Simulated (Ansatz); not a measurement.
Amorphous silicon oxynitride (Si$_{24}$O$_{36}$N$_{8}$), 68 atoms at 2.46 g/cm³, one PBE-relaxed geometry, zone centre. Methods: PBE, scalar-relativistic without spin-orbit coupling (Ansatz, a quantum-chemistry and plane-wave program); r2SCAN, scalar-relativistic without spin-orbit coupling (Ansatz). Plane waves to 420 eV (r2SCAN 500 eV). At PBE the levels at the filled edge of the gap are localised (band-tail or defect states), and the nearest spread-out levels lie 4.4 eV apart at the zone centre. The higher rungs were started with moments on some atoms, which died out.

A CHGNet melt-quench gave the starting glass, which DFT then relaxed. O and N atoms were pushed apart under 1.9 Å during the dynamics, to hinder bonds among them. The hot cell started wider than the set density and was brought back towards it in steps. It is the lowest in DFT energy of 2 quenches. It is a model cell: composition and starting density were chosen by hand, and all elements were melted together. No dispersion term was used. Its density started from a set value of 2.36 and ended at 2.46 g/cm³. The simulated quench (nominally 300 K/ps over its main leg) is rapid and tends to freeze in more defects than a deposited or slowly cooled glass has. Values belong to this one cell and scatter from quench to quench. Volume and shape were free in the relaxation.

The relaxation ran on the zone centre alone. At PBE the level gap is 2.89 eV on a 2×2×2 Γ-centred mesh, and the spacing at the zone centre alone 2.89 eV.

Question: What zone-centre spacing does r2SCAN give, roughly?

Answer: 3.42 eV (+0.53 eV against PBE).

The highest filled and the lowest empty state spread over these numbers of atoms (participation numbers): PBE: 2.3 and 20.9; r2SCAN: 2.2 and 22.8.
